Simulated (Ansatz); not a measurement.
Take Na3Sb (space group P6_3/mmc, No. 194; a = 5.312 Å, c = 9.453 Å) as the base. Axes: x lies along a and z along c of the hexagonal cell.

All numbers come from PBEsol in Ansatz (plane waves to 420 eV, PAW, spin-orbit coupling left out).

Strains are applied to the cell and any free atomic positions relax; under biaxial strain the out-of-plane vector relaxes too.

One change was made to it. Results:

| quantity | base | after |
|---|---|---|
| band gap | 0.43 eV | 0.41 eV |
| valence-band top at Γ (three highest levels, from the VBM) | 0.00, 0.00, -0.16 eV | 0.00, 0.00, -0.17 eV |
| pressure (mean of the normal stresses, compression positive) | 0.00 GPa | -0.27 GPa |

Question: Which change produced these results?
A) biaxial strain +0.75 %, plane normal [001], relaxed out of plane
B) biaxial strain +2.25 %, plane normal [001], relaxed out of plane
C) biaxial strain +3.00 %, plane normal [001], relaxed out of plane
D) biaxial strain +1.50 %, plane normal [001], relaxed out of plane

Answer: A, biaxial strain +0.75 %, plane normal [001], relaxed out of plane. For comparison, the pressure in the other runs: biaxial strain +3.00 %, plane normal [001], relaxed out of plane gives -0.98 GPa; biaxial strain +2.25 %, plane normal [001], relaxed out of plane gives -0.76 GPa; biaxial strain +1.50 %, plane normal [001], relaxed out of plane gives -0.53 GPa.

With Sb present, leaving out spin-orbit coupling can change the band edges. Whether these cells are dynamically stable was not tested.

Ansatz is an electronic-structure program.
